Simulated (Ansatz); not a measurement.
A self-consistent single point of the (001) slab of BiS (cut from a parent of space group no. 12; 4 atoms in the cell) with Ansatz (a program for electronic structure).

Method: LDA (PW92), default PAW files made with PBE (plane waves; Ansatz).

The change in words: vacuum of 6 angstrom (first run: 14 Å); efield.axis: default → 3; efield.dipole_correction: default → true. Reference geometry:
```xyz
4
Lattice="3.9764 0.0000 0.0000 -3.9165 3.9760 0.0000 0.0000 0.0000 17.4196" Properties=species:S:1:pos:R:3 pbc="T T T"
Bi    -0.7548     3.1734     7.0000
Bi     1.3246     1.3048    10.4196
S      1.3324     1.3124     7.4662
S     -0.7625     3.1658     9.9534
```

Reference input (self-consistent single point, DFT, LDA (PW92), plane waves, default PAW files made with PBE): basis.ecutwfc = 420 eV; kpoints.mp_grid.grid = 11 11 1; hamiltonian.xc = lda; hamiltonian.pseudopotentials = {kind: paw} (the program's default PAW files); scf.occupations.method = fermi_dirac; scf.occupations.width = 0.1 eV. This run's input differs from it in these lines:

Ansatz 0.2 input:
```diff
@@ -4,8 +4,8 @@
     - [-3.916498, 3.975981, 0.000000]
-    - [0.000000, 0.000000, 17.419609]
+    - [0.000000, 0.000000, 9.419609]
   atoms:
-    - { symbol: Bi, position: [0.596301, 0.798151, 0.401846] }
-    - { symbol: Bi, position: [0.656355, 0.328177, 0.598154] }
-    - { symbol: S, position: [0.660180, 0.330090, 0.428610] }
-    - { symbol: S, position: [0.592476, 0.796238, 0.571390] }
+    - { symbol: Bi, position: [0.596301, 0.798151, 0.318485] }
+    - { symbol: Bi, position: [0.656355, 0.328177, 0.681515] }
+    - { symbol: S, position: [0.660180, 0.330090, 0.367979] }
+    - { symbol: S, position: [0.592476, 0.796238, 0.632021] }
 basis:
@@ -17,2 +17,5 @@
   pseudopotentials: { kind: paw }
+efield:
+  axis: 3
+  dipole_correction: true
 scf:
@@ -22,3 +25,2 @@
   eigenvalues: true
-  stress: true
```

The program printed (abridged):

```
SCF iter   1: F=—  HF=-25910.658498 eV  |F-HF|=—  |Δ(HF+E_count)|=         —  Δρ=6.16e-3  dr2=8.53e-2  ethr=1.77e-3  p=0.000 e·Å  D=1.64e-14 V/Å  ΔV_dip=-0.00 eV  dr2_dipole=3.96e-9  V_vac-E_F(+/−)=3.53/3.72 eV  ⟨swp⟩=6.4  Hψ=4599  notcnv=0
all-band conjugate gradients solve this SCF's bands
efield: sawtooth ramp at fractional position 0.9500 (placed from the atoms, in the widest stretch of the axis that holds none …
   [... lines left out ...]
WARN: efield: at this solve's end the planar-averaged density reaches 2.19e-2 e/Å³ inside the ramp window [0.8438, 0.1562] (bound 1e-5 e/Å³) …
SCF 1 converged in 7 iterations: F = -25910.635817 eV  dr2 = 1.30e-8
Free energy (F): -25910.635817 eV
Internal energy: -25910.572496 eV  (E = F + TS)
E sigma→0 (E₀):  -25910.604156 eV
Entropy (-TS):   -0.063321 eV (-15.830 meV/atom)
Fermi energy:    5.532275 eV
Dipole field:    D = 0.000004 V/Å  (p = 0.000003 e·Å, saw-weighted, corrected)
Work function:   Φ+ = withheld (plateau slope 2.6e0 eV/Å)   Φ− = withheld (plateau slope 1.8e0 eV/Å)
Levels:          The Fermi level and band energies are counted from a zero that moves with the ramp; work functions are not
Vacuum region:   at the solve's end the planar-averaged density reaches 2.19e-2 e/Å³ inside the ramp window [0.8438, 0.1562] (bound 1e-5 e/Å³)
--- Forces (eV/Å), atoms counted from 1 ---
  atom   1  Bi     0.01560717     0.01537368     0.45287753
  atom   2  Bi    -0.01560702    -0.01537353    -0.45287874
  atom   3  S     -0.02243060    -0.02209502     0.06879717
  atom   4  S      0.02243073     0.02209515    -0.06879718
```

The run converged in 7 iterations. Against the reference run the free energy rises by 36.0 meV/atom and the largest force goes from 0.337 to 0.453 eV/Å.

The starting cell comes from a database of computed structures (which also holds hypothetical and non-ambient phases and stackings), without a prior relaxation at this level. The slab is cut from that crystal, and its faces are unrelaxed. Its lattice was rescaled by up to half a per cent. Spin polarisation is off, though cut faces can carry moments; the slab shows no gap.
